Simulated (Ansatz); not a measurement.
Worked example: self-consistent single point of NiTeSe (P1, 3 atoms in the cell) in Ansatz (a first-principles code).

Method: PBEsol, PAW files made with PBE (plane waves; Ansatz).

The change in words: atoms moved at random. Reference geometry:
```xyz
3
Lattice="3.6793 0.0000 0.0000 -1.8396 3.1863 0.0000 0.0000 0.0000 5.1011" Properties=species:S:1:pos:R:3 pbc="T T T"
Ni     0.0000     0.0000     0.0657
Te     1.8396     1.0621     3.8223
Se     0.0000     2.1242     1.2131
```

Reference input (self-consistent single point, DFT, PBEsol, plane waves, PAW files made with PBE): basis.ecutwfc = 420 eV; kpoints.mp_grid.grid = 7 7 5; hamiltonian.xc = pbesol; hamiltonian.pseudopotentials = {kind: paw} (an earlier, softer set of the program's PAW files); scf.occupations.method = fermi_dirac; scf.occupations.width = 0.1 eV. This run's input differs from it in these lines:

Ansatz 0.2 input:
```diff
@@ -6,5 +6,5 @@
   atoms:
-    - { symbol: Ni, position_ang: [0.00000000, 0.00000000, 0.06565086] }
-    - { symbol: Te, position_ang: [1.83962684, 1.06210694, 3.82228801] }
-    - { symbol: Se, position_ang: [-0.00000184, 2.12421706, 1.21313813] }
+    - { symbol: Ni, position_ang: [0.02919669, -0.02466533, 0.09461988] }
+    - { symbol: Te, position_ang: [1.81457299, 1.08955075, 3.81097382] }
+    - { symbol: Se, position_ang: [-0.00414651, 2.12144177, 1.19547820] }
 basis:
```

Log, with long lists cut:

```
SCF iter   1: F=—  HF=-18137.633546 eV  |F-HF|=—  |Δ(HF+E_count)|=         —  Δρ=2.39e-1  dr2=3.56e1  ethr=3.10e-3  ⟨swp⟩=6.7  Hψ=15761  notcnv=0
all-band conjugate gradients solve this SCF's bands
preconditioner: auto → Kerker (q_TF=auto, 2.648 Å⁻¹)
SCF iter   2: F=—  HF=-18136.178267 eV  |F-HF|=—  |Δ(HF+E_count)|=    1.46e0  Δρ=3.25e-1  dr2=3.45e1  ethr=3.10e-3  ⟨swp⟩=4.0  Hψ=10244  notcnv=0
   [... lines left out ...]
SCF iter  10: F=—  HF=-18131.671838 eV  |F-HF|=—  |Δ(HF+E_count)|=   1.04e-4  Δρ=2.73e-4  dr2=5.30e-5  ethr=2.78e-6  ⟨swp⟩=1.0  Hψ=3695  notcnv=0
SCF iter  11: F=—  HF=-18131.671847 eV  |F-HF|=—  |Δ(HF+E_count)|=   8.73e-6  Δρ=8.36e-5  dr2=5.35e-6  ethr=1.06e-7  ⟨swp⟩=2.1  Hψ=4678  notcnv=0
SCF iter  12: F=—  HF=-18131.671846 eV  |F-HF|=—  |Δ(HF+E_count)|=   2.82e-7  Δρ=2.33e-5  dr2=3.91e-7  ethr=1.07e-8  ⟨swp⟩=1.7  Hψ=5338  notcnv=0
SCF iter  13: F=-18131.671846 eV  HF=-18131.671846 eV  |F-HF|=1.47e-9  |Δ(HF+E_count)|=   3.71e-8  Δρ=6.66e-6  dr2=3.51e-8  ethr=2.00e-10  ⟨swp⟩=6.4  Hψ=16985  notcnv=0
SCF 1 converged in 13 iterations: F = -18131.671846 eV  dr2 = 3.51e-8
Free energy (F): -18131.671846 eV
Internal energy: -18131.625574 eV  (E = F + TS)
E sigma→0 (E₀):  -18131.648710 eV
Entropy (-TS):   -0.046272 eV (-15.424 meV/atom)
Fermi energy:    12.169998 eV
--- Forces (eV/Å), atoms counted from 1 ---
  atom   1  Ni    -0.40705533     0.36020715    -0.22683218
  atom   2  Te     0.22110610    -0.23544585    -0.12176462
  atom   3  Se     0.18595895    -0.12476955     0.34854265
--- Stress (GPa, compression-positive) ---
        0.099966       0.177980      -0.293211
        0.177980       0.733746       0.527356
       -0.293211       0.527356      -0.924469
  P = ⅓ Tr σ = -0.0303 GPa (-0.303 kbar)
  The stress holds the Pulay correction. Without it, at fixed plane waves, as pw.x and ABINIT print it: P = -0.0745 GPa
```

The run converged in 13 iterations. Against the reference run the free energy goes up by 6.9 meV/atom, the pressure goes from -0.16 to -0.03 GPa and the largest force goes from 0.256 to 0.589 eV/Å.

The starting cell comes from a database of computed structures (which also holds hypothetical and non-ambient phases and stackings), without a prior relaxation at this level. Its lattice was rescaled by a random factor within 2.5 % of one. For this run, on top of that: atoms moved at random. Spin polarisation is off, so a magnetic state, if there is one, cannot be reached. Ansatz's pressure includes its estimate of the finite-basis (Pulay) stress.

Cost on one core of a shared machine: roughly 40 s.
